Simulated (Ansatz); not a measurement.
A (7,7) blue phosphorus nanotube, stretched and compressed along its axis from its relaxed period of 3.287 Å, atoms relaxed at each length.

Method: PBE (plane waves to 420 eV, PAW; Ansatz, an electronic-structure program). Mesh 1×1×10. No spin polarisation. Isolated but for its images some 11 Å away. A hypothetical model, rolled from the flat sheet. It keeps the symmetry and period of its start, so it need not be a minimum against all distortions. Buckling under compression is shut out by symmetry and the short period. Energies are free energies at a Fermi–Dirac width of 0.02 eV, from the unstrained cell.

```
strain (%)  energy (meV a period)  axial force (nN)  PBE gap (eV)
----------  ---------------------  ----------------  ------------
-3.0                         +275             -9.39          1.72
-1.5                          [?]               [?]           [?]
0.0                             0             +0.05          1.86
+1.5                          [?]               [?]           [?]
+3.0                         +236             +7.26          1.54
+6.0                         +856            +12.59          1.30
```

**Question.** Fill in the missing entries.

**Answer.** 
- -1.5, energy (meV a period): +65
- -1.5, axial force (nN): -4.35
- -1.5, PBE gap (eV): 1.92
- +1.5, energy (meV a period): +62
- +1.5, axial force (nN): +3.91
- +1.5, PBE gap (eV): 1.69
